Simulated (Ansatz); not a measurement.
The starting structures come from a database of crystals and need not be the phases stable at ambient conditions.

By PBEsol, the system below comes out a metal.

Without scattering a metal conducts by its projected Fermi surface.

Input:

```
AuZn
1.0
    3.21305     0.00000     0.00000
    0.00000     3.21305     0.00000
    0.00000     0.00000     3.21305
Zn Au
1 1
Direct
  0.50000   0.50000   0.50000
  0.00000   0.00000   0.00000
```

Space group of this cell: Pm-3m, CsCl type. The cell is strained (all lengths scaled by 1.02); by PBEsol its mean pressure is -9.2 GPa.

The current flows along the normal of the first two printed cell vectors, the (001) plane of the conventional cell. No spin-orbit coupling; the value is a mean over 0.1 eV about the Fermi level.

Q: State the ballistic conductance per area according to PBEsol (Ansatz, a program for electronic structure).

A: 0.88 × 10¹⁵ S/m² for both spins.
